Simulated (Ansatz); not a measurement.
## A computed series for Ge: element substitutions

The parent structure is Ge in the diamond structure (space group Fd-3m, No. 227).

```
CELL_PARAMETERS angstrom
      0.00000     2.83806     2.83806
      2.83806     0.00000     2.83806
      2.83806     2.83806     0.00000
ATOMIC_POSITIONS crystal
  Ge 0.50000 0.50000 0.50000
  Ge 0.75000 0.75000 0.75000
```

Each row replaces one element on all its sites; cell and atoms are relaxed.

Method: PBEsol (Ansatz, a quantum-chemistry and plane-wave program, PAW, scalar-relativistic without spin-orbit coupling), earlier PAW set.

Candidates:
(a) Ge → Zn
(b) Ge → Ni
(c) Ge → Sn

Base values:

The shortest interatomic distance is 245.8 pm.

### Question
Order them by shortest interatomic distance, highest first.

### Answer
(c) Ge → Sn (283.2 pm), (a) Ge → Zn (244.9 pm), (b) Ge → Ni (216.9 pm)

The magnetic state is the one reached from the starting moments; the real material's order can differ, and small cells can't hold many antiferromagnetic ones. Stability against distortions was not tested. As relaxed here, Zn and Ni are hypothetical phases, not in the database extracts checked.
